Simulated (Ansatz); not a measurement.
Output of an Ansatz run (abridged):

```
WARN the atoms were moved onto the symmetric positions of the space group found under crystal.symmetry.tolerance 1.0e-5 (fractional …
WARN ansatz: RAYON_NUM_THREADS=1 ignored (pool sized by the plan → 1); use --threads N
Pseudopotentials: kind: paw
Pseudopotential: La, paw, valence charge 11
Pseudopotential: O, paw, valence charge 6
Crystal: 10 atoms, lattice volume = 332.813 Å³
Basis set: ecut = 420 eV, 6573 PW (Γ), exchange–correlation on 54×54×360 points (8 copies of the dense FFT grid, shifted against one another)
Bands: 50, of which v1, the nominal top of the filled ones, is band 40 counted from 1 (39 counted from 0)
Symmetry: 12 space group operations
Space group: P-3m1 (ITA 164), of the structure as read, at distance tolerance 6.9e-5 Å
k-points: 8 of 49
Initial density: superposition of atomic densities (neutral atoms: chi_scale 0, normalization atom), corrected by the library's trained network
Initial wavefunctions: pseudopotential atomic-orbital guess
Eigensolver: davidson
Functional: x = pbe(κ = 0.804, μ = 0.2195149727645171), c = pbe(β = 0.06672455060314922)
SCF iter   1: F=—  HF=-28423.000103 eV  |F-HF|=—  |Δ(HF+E_count)|=         —  Δρ=2.33e-3  dr2=2.46e-2  ethr=1.77e-3  ⟨swp⟩=8.2  Hψ=1934  notcnv=0
all-band conjugate gradients solve this SCF's bands
preconditioner: auto → Resta (q_TF=auto, 2.151 Å⁻¹)
SCF iter   2: F=—  HF=-28423.002562 eV  |F-HF|=—  |Δ(HF+E_count)|=   2.46e-3  Δρ=1.89e-3  dr2=8.37e-3  ethr=3.07e-5  ⟨swp⟩=4.0  Hψ=937  notcnv=0  defer=21
SCF iter   3: F=—  HF=-28423.001900 eV  |F-HF|=—  |Δ(HF+E_count)|=   6.62e-4  Δρ=6.20e-4  dr2=9.90e-4  ethr=1.05e-5  ⟨swp⟩=2.1  Hψ=663  notcnv=0  defer=21
SCF iter   4: F=—  HF=-28423.002689 eV  |F-HF|=—  |Δ(HF+E_count)|=   7.90e-4  Δρ=1.60e-4  dr2=6.21e-5  ethr=1.24e-6  ⟨swp⟩=2.2  Hψ=604  notcnv=0  defer=21
SCF iter   5: F=—  HF=-28423.002905 eV  |F-HF|=—  |Δ(HF+E_count)|=   2.16e-4  Δρ=3.45e-5  dr2=3.82e-6  ethr=7.76e-8  ⟨swp⟩=2.4  Hψ=706  notcnv=0  defer=21
SCF iter   6: F=—  HF=-28423.002908 eV  |F-HF|=—  |Δ(HF+E_count)|=   2.91e-6  Δρ=3.27e-5  dr2=3.51e-6  ethr=4.78e-9  ⟨swp⟩=2.0  Hψ=687  notcnv=0  defer=21
SCF iter   7: F=—  HF=-28423.002908 eV  |F-HF|=—  |Δ(HF+E_count)|=   2.83e-7  Δρ=6.80e-6  dr2=1.43e-7  ethr=4.38e-9  ⟨swp⟩=2.0  Hψ=538  notcnv=0  defer=21
SCF iter   8: F=-28423.002908 eV  HF=-28423.002908 eV  |F-HF|=2.58e-8  |Δ(HF+E_count)|=   2.75e-7  Δρ=3.62e-6  dr2=4.10e-8  ethr=1.25e-10  ⟨swp⟩=22.6  Hψ=2345  notcnv=0
SCF 1 converged in 8 iterations: F = -28423.002908 eV  dr2 = 4.10e-8
SCF converged after 8 iterations
Free energy (F): -28423.002908 eV
Harris-Foulkes:  -28423.002908 eV  (|F-HF|=2.58e-8)
Internal energy: -28423.002908 eV  (E = F + TS)
E sigma→0 (E₀):  -28423.002908 eV
Fermi energy:    3.827966 eV
--- Per-component energies (eV) ---
  E_band       = -635.257742
  E_kinetic    = 1813.541204
  E_local      = -47185.316438  (includes V_loc(G=0)·N_el)
  E_nonlocal   = 672.966135
  E_hartree    = 22846.070823
  E_xc         = -1002.952165
  E_vxc        = -1158.491771  (∫ρ·V_xc dr)
  E_paw        = -22615.130293  (= ΣΔE_a)
  E_vpaw       = -470.132078  (= ΣTr[D̂ρ^β])
  E_aug_tail   = 0.014390  (compensation charges beyond the density's cutoff)
  E_ewald      = 17047.803436
  E_smearing   = -0.000000  (= −TS)
  E_closure    = -0.000000  (closes the sum)
  Σ components = -28423.002908   (vs F -28423.002908, Δ=0.00e0)
--- Forces (eV/Å), atoms counted from 1 ---
  atom   1  La    -0.00000000     0.00000000    -0.03250728
  atom   2  La    -0.00000000    -0.00000000    -0.31864411
  atom   3  O      0.00000000     0.00000000     0.08410332
  atom   4  O      0.00000000    -0.00000000     0.28360146
  atom   5  O      0.00000000     0.00000000     0.04944740
  atom   6  La     0.00000000     0.00000000     0.31864411
  atom   7  La     0.00000000    -0.00000000     0.03250728
  atom   8  O     -0.00000000    -0.00000000    -0.08410332
  atom   9  O      0.00000000    -0.00000000    -0.04944740
  atom  10  O      0.00000000     0.00000000    -0.28360146
  max |Σ_I F_I| component: 1.11e-16 eV/Å
--- Stress (GPa, compression-positive) ---
       -3.307015      -0.000000      -0.000000
       -0.000000      -3.307015       0.000000
       -0.000000       0.000000      -0.268145
  P = ⅓ Tr σ = -2.2941 GPa (-22.941 kbar)
  The stress holds the Pulay correction. Without it, at fixed plane waves, as pw.x and ABINIT print it: P = -2.5103 GPa
--- Band table (eV; the first three rows and the last of 8) ---
  k-point 0: bands = ["-28.1109", "-28.1005", "-27.9842", "-27.8709", "-14.9393", "-13.9226", "-13.7900", "-13.7837", "-13.3424", "-13.2694", "-11.5153", "-11.5153", "-11.4804", "-11.4804", "-11.4402", "-11.4402", "-11.3325", "-11.3325", "-11.1890", [...]
  k-point 1: bands = ["-28.0862", "-28.0782", "-27.9608", "-27.8554", "-14.9968", "-14.2241", "-13.8585", "-13.8304", "-13.6537", "-13.6272", "-11.5849", "-11.5803", "-11.5365", "-11.4994", "-11.4752", "-11.3644", "-11.2689", "-11.1601", "-11.0395", [...]
  k-point 2: bands = ["-28.0305", "-28.0272", "-27.9044", "-27.8229", "-15.2079", "-14.8349", "-14.3676", "-14.3421", "-13.6750", "-13.4927", "-11.7272", "-11.7227", "-11.6657", "-11.6544", "-11.5622", "-11.5115", "-11.4415", "-11.3183", "-10.6317", [...]
  k-point 7: bands = ["-27.9685", "-27.9684", "-27.8237", "-27.8004", "-15.3894", "-15.3072", "-14.7217", "-14.7212", "-13.8078", "-13.7686", "-12.0055", "-11.9789", "-11.9166", "-11.8538", "-11.6542", "-11.6527", "-11.2537", "-11.1717", "-10.0350", [...]
```

The structure:

```xyz
10
Lattice="3.9597 0.0000 0.0000 -1.9799 3.4292 0.0000 0.0000 0.0000 24.5101" Properties=species:S:1:pos:R:3 pbc="T T T"
La     0.0000     2.2861    10.6964
La     1.9799     1.1431     7.6530
O      0.0000     0.0000     9.1747
O      0.0000     2.2861     7.0000
O      1.9799     1.1431    11.3494
La     0.0000     2.2861    16.8570
La     1.9799     1.1431    13.8137
O      0.0000     0.0000    15.3354
O      0.0000     2.2861    13.1606
O      1.9799     1.1431    17.5101
```

Task: What input produced this log?

Result: Other spellings and defaults could give the same log, and not every line can be read from it. The input that was run (DFT, PBE, plane waves, default PAW files):

Ansatz 0.2 input:
```yaml
# La2O3
crystal:
  lattice:
    - [3.959700, 0.000000, 0.000000]
    - [-1.979850, 3.429201, 0.000000]
    - [0.000000, 0.000000, 24.510114]
  atoms:
    - { symbol: La, position: [0.333333, 0.666667, 0.436408] }
    - { symbol: La, position: [0.666667, 0.333333, 0.312238] }
    - { symbol: O, position: [0.000000, 0.000000, 0.374323] }
    - { symbol: O, position: [0.333333, 0.666667, 0.285596] }
    - { symbol: O, position: [0.666667, 0.333333, 0.463050] }
    - { symbol: La, position: [0.333333, 0.666667, 0.687757] }
    - { symbol: La, position: [0.666667, 0.333333, 0.563592] }
    - { symbol: O, position: [0.000000, 0.000000, 0.625677] }
    - { symbol: O, position: [0.333333, 0.666667, 0.536946] }
    - { symbol: O, position: [0.666667, 0.333333, 0.714404] }
basis:
  ecutwfc: 420.0
kpoints:
  mp_grid:
    grid: [7, 7, 1]
hamiltonian:
  xc: pbe
  pseudopotentials:
    kind: paw
scf:
  occupations:
    method: fermi_dirac
    width: 0.05
output:
  forces: true
  eigenvalues: true
  stress: true
```

The starting cell has typed, rounded lattice constants, without a prior relaxation at this level. The slab is cut from that crystal, and its faces are unrelaxed. Its lattice was rescaled by up to half a per cent. Spin polarisation is off, though cut faces can carry moments; a gap of a slab can lie between surface states.

Ansatz is an electronic-structure program.
